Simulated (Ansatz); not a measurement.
# HfCl4 (P2/c, No. 13)

Method: LDA (Ansatz, a first-principles code, PAW).

Numerical settings: plane-wave cutoff 520 eV, 6×6×6 k mesh, Fermi–Dirac smearing 0.01 eV, scalar-relativistic PAW data made under PBE.

Cell: relaxed at this level.

```
Property                        Value
--------  ---------------------------
band gap  3.67 eV (on the SCF k mesh)
```

Note: the volume lies 9 % below that of the published cell.

Spin–orbit coupling is not included.

Computed values are for the static lattice.

The result took very roughly 18 core-minutes.
